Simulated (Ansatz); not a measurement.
# Amorphous Zn12As12Te36

The cell was made by melting and quenching with the CHGNet potential and then relaxed with DFT. The hot cell started wider than the set density and was brought back towards it in steps. It is the lowest in DFT energy of 3 quenches. It is a model cell: composition and starting density were chosen by hand, and all elements were melted together. The geometry includes D3(BJ) dispersion.

Level of theory: PBE-D3(BJ), scalar-relativistic without spin-orbit coupling, PAW (Ansatz default set, large-core Te) (plane waves to 420 eV; Ansatz, an electronic-structure program). Geometry, pressure, stress and energy are those of the PBE run. Its sampling: a 2×2×2 Γ-centred mesh; Fermi-Dirac width 0.05 eV; no spin polarisation. The levels at the Fermi energy are partly filled. A closed spacing in one fast-quenched cell at PBE doesn't show the material to be a metal.

```yaml
number_of_atoms_in_the_cell: 60
Density (volume relaxed, with D3(BJ)): 5.92 g/cm³
volume_per_atom: 29.37 Å³
Pressure on a 2×2×2 Γ-centred mesh: 0.04 GPa
Largest force and stress component on that mesh (the relaxation ran on one k-point at (1/4, 1/4, 1/4)): 0.29 eV/Å and 0.1 GPa
Gap on a 2×2×2 Γ-centred mesh (PBE): within the smearing (under twice its width)
```

Bonds are counted up to Zn-Zn 2.93 Å, Zn-As 2.72 Å, Zn-Te 3.22 Å, As-As 2.84 Å, As-Te 2.90 Å, Te-Te 3.20 Å.

| Property | Result |
|---|---|
| Mean coordination of Zn | 4.17 (10 with 4, 2 with 5) |
| Mean coordination of As | 3.08 (11 with 3, 1 with 4) |
| Mean coordination of Te | 3.03 (5 with 2, 25 with 3, 6 with 4) |
| Mean Zn-Te bond | 2.715 Å (spread 0.106 Å, 48 counted) |
| Mean Te-Te bond | 2.941 Å (spread 0.112 Å, 24 counted) |

Its density started from a set value of 5.70 g/cm³. Cooling (nominally 79 K/ps over its main leg) ran many orders faster than in experiment, which tends to leave more defects and strain. Values belong to this one cell and scatter from quench to quench. Volume and shape were free in the relaxation. On a 2×2×2 Γ-centred mesh force components of up to 0.29 eV/Å stay, since the relaxation ran on one k-point at (1/4, 1/4, 1/4).
